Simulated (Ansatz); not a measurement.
Take LiCl in the rock salt structure (space group Fm-3m, No. 225; a = 5.064 Å) as the base. Axes: x, y, z lie along the cube axes.

Structures relaxed with PBEsol in Ansatz (plane waves to 420 eV, PAW, scalar-relativistic without spin-orbit coupling).

Base:

Simulated powder pattern, Mo Kα, λ = 0.71073 Å (kinematic, ideal powder, no thermal factors, no anomalous dispersion; the 14 strongest lines at most, above 2 %, up to 2θ = 40°):

```
2θ (°)  I/Imax (%)    hkl
------  ----------  -----
13.96          100  (111)
16.14           87  (200)
22.90           59  (220)
26.92           37  (311)
28.14           20  (222)
32.60          9.5  (400)
35.62           15  (331)
36.58           26  (420)
```

Modification: compressive biaxial strain of 2.00 % in the plane normal to [001], as in epitaxy on a mismatched substrate; the out-of-plane cell vector and the atoms relax.

**Question.** Where do the lines fall after the change?

**Answer.** 
Simulated powder pattern, Mo Kα, λ = 0.71073 Å (kinematic, ideal powder, no thermal factors, no anomalous dispersion; the 14 strongest lines at most, above 2 %, up to 2θ = 40°):

| 2θ (°) | d (Å) | I/Imax (%) | hkl |
|---|---|---|---|
| 14.09 | 2.897 | 100 | (111) |
| 15.91 | 2.567 | 31 | (002) |
| 16.47 | 2.481 | 56 | (200) |
| 22.98 | 1.784 | 40 | (202) |
| 23.37 | 1.755 | 19 | (220) |
| 26.71 | 1.538 | 13 | (113) |
| 27.39 | 1.501 | 24 | (311) |
| 28.40 | 1.449 | 20 | (222) |
| 32.14 | 1.284 | 3.4 | (004) |
| 33.29 | 1.241 | 6.1 | (400) |
| 35.78 | 1.157 | 10 | (313) |
| 36.32 | 1.140 | 14 | (204) |
| 37.10 | 1.117 | 8.5 | (402) |
| 37.35 | 1.110 | 8.3 | (420) |

The indices refer to the base's conventional cell; one index is shown for lines that coincide. The space group is now I4/mmm (No. 139).

Whether these cells are dynamically stable was not tested.

Ansatz is a quantum-chemistry and plane-wave program.
